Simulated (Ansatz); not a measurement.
# CdS: response to strain

Base system: CdS in the zinc blende structure (space group F-43m, No. 216).

```
CELL_PARAMETERS angstrom
      0.00000     2.87831     2.87831
      2.87831     0.00000     2.87831
      2.87831     2.87831     0.00000
ATOMIC_POSITIONS crystal
  Cd 0.00000 0.00000 0.00000
  S  0.25000 0.25000 0.25000
```

Cartesian axes are those of the cell as printed.

Strains are applied to the cell and any free atomic positions relax.

Method: plane-wave PAW DFT at the LDA level (Ansatz, a program for electronic structure, 420 eV), spin-orbit coupling left out.

Notes on the quantities. energy relative to the base: free energy F; pressure: mean of the normal stresses, compression positive.

```json
[
 {"change": "base", "energy relative to the base": "0 meV/atom", "volume per atom": "23.85 Å³", "pressure": "0.00 GPa"},
 {"change": "uniaxial strain ε_zz = −2.50 %", "energy relative to the base": "+3.9 meV/atom", "volume per atom": "23.25 Å³", "pressure": "1.80 GPa"},
 {"change": "uniaxial strain ε_zz = −2.00 %", "energy relative to the base": "+2.5 meV/atom", "volume per atom": "23.37 Å³", "pressure": "1.43 GPa"},
 {"change": "uniaxial strain ε_zz = −1.50 %", "energy relative to the base": "+1.4 meV/atom", "volume per atom": "23.49 Å³", "pressure": "1.06 GPa"},
 {"change": "uniaxial strain ε_zz = −1.00 %", "energy relative to the base": "+0.6 meV/atom", "volume per atom": "23.61 Å³", "pressure": "0.70 GPa"},
 {"change": "uniaxial strain ε_zz = +1.00 %", "energy relative to the base": "+0.6 meV/atom", "volume per atom": "24.08 Å³", "pressure": "-0.67 GPa"},
 {"change": "uniaxial strain ε_zz = +1.50 %", "energy relative to the base": "+1.4 meV/atom", "volume per atom": "24.20 Å³", "pressure": "-0.99 GPa"},
 {"change": "uniaxial strain ε_zz = +2.00 %", "energy relative to the base": "+2.4 meV/atom", "volume per atom": "24.32 Å³", "pressure": "-1.30 GPa"},
 {"change": "uniaxial strain ε_zz = +2.50 %", "energy relative to the base": "+3.7 meV/atom", "volume per atom": "24.44 Å³", "pressure": "-1.61 GPa"},
 {"change": "uniaxial strain ε_zz = +3.00 %", "energy relative to the base": "+5.4 meV/atom", "volume per atom": "24.56 Å³", "pressure": "-1.91 GPa"}
]
```

Whether these cells are dynamically stable was not tested.
